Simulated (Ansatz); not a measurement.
## What pressure −1 GPa does to Cd2SnO4

Start from Cd2SnO4 (space group Pbam, No. 55; a = 5.571 Å, b = 9.929 Å, c = 3.199 Å).

One thing is altered: a negative pressure, −1 GPa.

Computed with PBEsol (Ansatz, a quantum-chemistry and plane-wave program; PAW; 420 eV plane waves; no SOC). Settings: 5×3×8 k-points, 0.05 eV Fermi–Dirac smearing.

* **Volume per atom**: 12.73 Å³ (base 12.64 Å³)
* **Density**: 7.60 g/cm³ (base 7.65 g/cm³)
* **Enthalpy H = E + PV relative to the base's energy**: -0.08 eV/atom
* **Band gap**: 0.46 eV (an upper bound: an edge found on the path is not a true extremum; the changed cell) (base 0.48 eV)

Load acts through the strain it causes; cell and atoms are relaxed under it. Semilocal Kohn–Sham gaps tend to fall short of experiment. Whether these cells are dynamically stable was not tested.
